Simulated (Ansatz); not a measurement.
An Ansatz (an electronic-structure program) input (r2SCAN, PAW, 500 eV (Ansatz; spin-orbit coupling left out)):

Ansatz 0.2 input:
```yaml
crystal:
  lattice:
    - [3.3150135644, 0, 0]
    - [0, 4.6881371422, 0]
    - [1.6575067822, 2.3440685711, 1.7505781428]
  atoms:
    - { symbol: Y, position: [0, 0, 0] }
    - { symbol: N, position: [0, 0.5, 0] }
basis: { ecutwfc: 500, ecutrho_ratio: 4, xc_grid: 4, fft_grid_basis: typed }
kpoints: { mp_grid: { grid: [12, 12, 12] } }
hamiltonian:
  xc: r2scan
  dispersion: none
  pseudopotentials: { kind: paw }
scf: { occupations: { method: fermi_dirac, width: 0.05 }, convergence: { dr2_threshold: 0.0000000002 } }
output: { forces: true, stress: true }
checkpoint: { write: state.ck, write_every: 1000 }
```

**Question.** Which symmetry and how many k-points will the program report, and about how many plane waves at Γ?

**Answer.** Space group Immm (ITA 71) with 8 operations, k-points 280 of 1728, and 681 plane waves at Γ.

**Question.** And the final pressure?

**Answer.** 15.13 GPa (compression positive).

Single points use the geometry relaxed with PBEsol. The cells carry an imposed strain or load. Stability against distortions was not tested. The cell was made from YN in the rock salt structure (space group Fm-3m, No. 225) by this change: biaxial strain −3.46 %, plane normal [110], relaxed out of plane.
